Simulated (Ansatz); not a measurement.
**Ag3SI, element substitutions**

The parent structure is Ag$_{3}$SI in the anti-perovskite structure (space group Pm-3m, No. 221; a = 4.869 Å).

Each row replaces one element on all its sites; cell and atoms are relaxed.

All numbers come from plane-wave PAW DFT at the PBEsol level (Ansatz, a program for electronic structure, 420 eV), no spin-orbit coupling.

For the base:

The volume per atom is 23.08 Å³.

Q: The aim is a volume per atom between 16.48 Å³ and 17.73 Å³. Which of these changes reaches it?
A. I → Sb
B. Ag → Au
C. Ag → Rh

A: C, Ag → Rh. It gives 17.35 Å³; I → Sb gives 21.81 Å³; Ag → Au gives 22.43 Å³. Changes not listed may reach it too

Stability against distortions was not tested. As relaxed here, Ag3SbS, Rh3SI and Au3SI are hypothetical phases, not in the database extracts checked. The final runs are not spin-polarised.
